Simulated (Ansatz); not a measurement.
**A computed series for SnTe: response to strain**

Base system: SnTe in the rock salt structure (space group Fm-3m, No. 225; a = 6.370 Å). Axes: x, y, z lie along the cube axes.

Strains are applied to the cell and any free atomic positions relax; under biaxial strain the out-of-plane vector relaxes too; under stress the whole cell relaxes.

Level of theory: r2SCAN in Ansatz (plane waves to 500 eV, PAW, no spin-orbit coupling).

Candidates:
(a) biaxial strain −4.18 %, plane normal [001], relaxed out of plane
(b) uniaxial stress, 5 GPa tension along x
(c) uniaxial stress, 3 GPa tension along x
(d) strain tensor (xx, yy, zz, yz, xz, xy) = (+0.20, −0.19, +0.67, −0.79, +1.15, +1.96) %

Notes on the quantities. energy relative to the base: free energy F.

**Question.** Order them by energy relative to the base, lowest first.

**Answer.** (d) strain tensor (xx, yy, zz, yz, xz, xy) = (+0.20, −0.19, +0.67, −0.79, +1.15, +1.96) % (+4.8 meV/atom), (c) uniaxial stress, 3 GPa tension along x (+9.1 meV/atom), (b) uniaxial stress, 5 GPa tension along x (+33 meV/atom), (a) biaxial strain −4.18 %, plane normal [001], relaxed out of plane (+53 meV/atom)

The mesh was chosen for an insulator and is coarse for the gapless case. Beyond what the load breaks, stability against distortions was not tested. The final runs are not spin-polarised.

Ansatz is an electronic-structure program.
